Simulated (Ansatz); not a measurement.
Base system: WC (space group P-6m2, No. 187; relaxed with 0.1 eV smearing).

```yaml
crystal:
  lattice:
    - [2.91268, 0.00000, 0.00000]
    - [-1.45634, 2.52245, 0.00000]
    - [0.00000, 0.00000, 2.83536]
  atoms:
    - { symbol: W, position: [0.00000, 0.00000, 0.00000] }
    - { symbol: C, position: [0.33333, 0.66667, 0.50000] }
```

Cartesian axes are those of the cell as printed.

The values are results of r2SCAN, PAW, 500 eV (Ansatz, an electronic-structure program; spin-orbit coupling left out), not measurements.

Strains are applied to the cell and any free atomic positions relax; under biaxial strain the out-of-plane vector relaxes too.

One change was made to it. Results:

| quantity | base | after |
|---|---|---|
| shortest interatomic distance | 219.9 pm | 218.1 pm |
| pressure (mean of the normal stresses, compression positive) | 0.0 GPa | 13.3 GPa |

### Question
Name the change that was made.
A. biaxial strain −2.00 %, plane normal [001], relaxed out of plane
B. biaxial strain −2.50 %, plane normal [001], relaxed out of plane
C. biaxial strain −0.50 %, plane normal [001], relaxed out of plane
D. biaxial strain −1.50 %, plane normal [001], relaxed out of plane
E. biaxial strain −3.00 %, plane normal [001], relaxed out of plane

### Answer
A, biaxial strain −2.00 %, plane normal [001], relaxed out of plane. For comparison, the pressure in the other runs: biaxial strain −0.50 %, plane normal [001], relaxed out of plane gives 3.1 GPa; biaxial strain −1.50 %, plane normal [001], relaxed out of plane gives 9.8 GPa; biaxial strain −2.50 %, plane normal [001], relaxed out of plane gives 17.0 GPa; biaxial strain −3.00 %, plane normal [001], relaxed out of plane gives 20.8 GPa.

Whether these cells are dynamically stable was not tested. All final runs are without spin polarisation.
